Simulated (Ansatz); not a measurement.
For SiGe (model structure, started from the CsCl type, Pm-3m, No. 221, 2 atoms in the cell), PBE-D3(BJ) (PAW; Ansatz, a quantum-chemistry and plane-wave program) gives:

| Property | Value |
|---|---|
| lattice parameter a | 3.198 Å |
| enthalpy of formation | 0.427 eV/atom |

Problem. What does r²SCAN (plane waves, PAW; Ansatz) give for the same quantities?

Solution. 
- lattice constant a: 3.225 Å (grows by 0.8 %)
- formation enthalpy: 0.747 eV/atom (rises by 0.320 eV/atom)

Changes are worked out from the printed values.

Unless a cell is named, each level is at its own relaxed cell (PBE-D3(BJ) 16.36, r²SCAN 16.77 Å³/atom).

Caveats: a distance lies near a switch of the dispersion term, which can move the cell (PBE-D3(BJ)). Ansatz's density-functional and Hartree–Fock values are scalar-relativistic unless marked +SOC, with PAW data made under PBE.

A model structure was made by putting elements into a prototype or built by hand; it is no filed structure, need not be a known phase, and can be a saddle point held by its symmetry.
